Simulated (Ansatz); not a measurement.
PtTe$_{2}$ (R-3m), LDA, DFPT electron-phonon coupling, linearised Boltzmann equation (Ansatz, an electronic-structure program). Phonon-limited resistivity 28.2 μΩ·cm at 300 K along y (a = (1.97, 1.14, 5.72) Å; b = (-1.97, 1.14, 5.72) Å; c = (0.00, -2.27, 5.72) Å), 38.3 μΩ·cm at 400 K, current-weighted mean free path 10.3 nm, Drude plasma energy 3.60 eV.

Task: Estimate the electronic thermal conductivity at 300 K by the Wiedemann-Franz law (L₀ = 2.44×10⁻⁸ W·Ω/K²).

Result: L₀T/ρ = 2.44×10⁻⁸ × 300/(28.2×10⁻⁸) = 26.0 W/(m·K). Inelastic scattering puts the true Lorenz number somewhat under L₀ near and below the Debye temperature.

Task: Estimate the resistivity of a 40 nm square wire with diffuse walls from ρ ≈ ρ₀(1 + 3ℓ/4d).

Result: 1 + 0.75 × 10.3/40 = 1.19, so ρ ≈ 33.6 μΩ·cm and a line 1 μm long has 210 Ω. The formula is the free-electron limit for d well above ℓ; grain boundaries add to it.

Task: What temperature coefficient of resistance follows, and how does it compare with 1/T?

Result: (ρ₄₀₀ − ρ₃₀₀)/(100 K × ρ₃₀₀) = 3.58×10⁻³ K⁻¹, against 1/T = 3.33×10⁻³ K⁻¹ for a resistivity proportional to T. It lies higher because phonons are still being populated at 300 K; impurities would add a constant and lower it.

A metal at this level (no band gap). Only scattering by harmonic phonons is included (no impurities, grain boundaries, electron-electron scattering or thermal expansion). Spin-orbit coupling is left out, which matters with elements this heavy. Halving the electron mesh (24x24x24) moves the resistivity by up to 5 % at 300 K, the mean free path by up to 6 %. Smearing 0.20 eV; phonons on a 4x4x4 q mesh, which this run doesn't test.

Computed structure with no diffraction record at hand here (it may be known, metastable or hypothetical): PtTe2 (R-3m).
